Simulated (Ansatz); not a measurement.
Where the default PAW files enter, the runs use the earlier of Ansatz's two default sets.

Inside the gap of an insulator the Bloch states are evanescent, with a wavenumber k + iκ along the transport direction.

```xyz
6
Lattice="2.9925 0.0000 0.0000 0.0000 4.4767 0.0000 0.0000 0.0000 4.4767" Properties=species:S:1:pos:R:3 pbc="T T T"
Mg     1.4963     2.2383     2.2383
Mg     0.0000     0.0000     0.0000
H      0.0000     3.1139     3.1139
H      0.0000     1.3628     1.3628
H      1.4963     0.8755     3.6012
H      1.4963     3.6012     0.8755
```

Space group of this cell: P4_2/mnm, rutile. The cell is taken as given.

Transport runs along the normal of the first two printed cell vectors, the (100) plane of the conventional cell.

The gap is the functional's own. No spin-orbit coupling. Mid-gap values are interpolated on the energy grid.

### Question
Predict the band gap and the smallest decay constant κ at mid-gap from r2SCAN (Ansatz, a quantum-chemistry and plane-wave program).

### Answer
Gap 4.43 eV on a 10×8×8 mesh; κ = 0.347 1/Å, at (0.000, 0.500) of the in-plane reciprocal vectors. At the zone centre, at the nearest computed energy, the slowest state has κ = 0.43 1/Å.
